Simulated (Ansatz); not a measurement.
Pb (Fm-3m), Ansatz (a quantum-chemistry and plane-wave program) with PBEsol, DFPT electron-phonon coupling, linearised Boltzmann equation: Condition of this run: hydrostatic pressure 2 GPa (the target of the relaxation). phonon-limited resistivity 9.25 μΩ·cm at 300 K, 12.4 μΩ·cm at 400 K, current-weighted mean free path 9.2 nm, Drude plasma energy 9.81 eV.

Problem. Estimate the electronic thermal conductivity at 300 K by the Wiedemann-Franz law (L₀ = 2.44×10⁻⁸ W·Ω/K²).

Solution. L₀T/ρ = 2.44×10⁻⁸ × 300/(9.25×10⁻⁸) = 79.1 W/(m·K). Inelastic scattering puts the true Lorenz number somewhat under L₀ near and below the Debye temperature.

Problem. What Drude relaxation time do resistivity and plasma energy imply?

Solution. ω_p = 1.49e16 s⁻¹, so τ = 1/(ε₀ ω_p² ρ) = 5.50 fs, a damping ħ/τ of 120 meV.

Problem. Estimate the resistivity of a 20 nm square wire with diffuse walls from ρ ≈ ρ₀(1 + 3ℓ/4d).

Solution. 1 + 0.75 × 9.2/20 = 1.34, so ρ ≈ 12.4 μΩ·cm and a line 1 μm long has 311 Ω. The formula is the free-electron limit for d well above ℓ; grain boundaries add to it.

A metal at this level (no band gap). Only scattering by harmonic phonons is included (no impurities, grain boundaries, electron-electron scattering or thermal expansion). Spin-orbit coupling is left out, which matters with elements this heavy. The run warned that the eigensolver left some states short of its tolerance. Halving the electron mesh (28x28x28) moves the resistivity by up to 2 % at 300 K, the mean free path by up to 1 %. Smearing 0.20 eV; phonons on a 5x5x5 q mesh, which this run doesn't test.
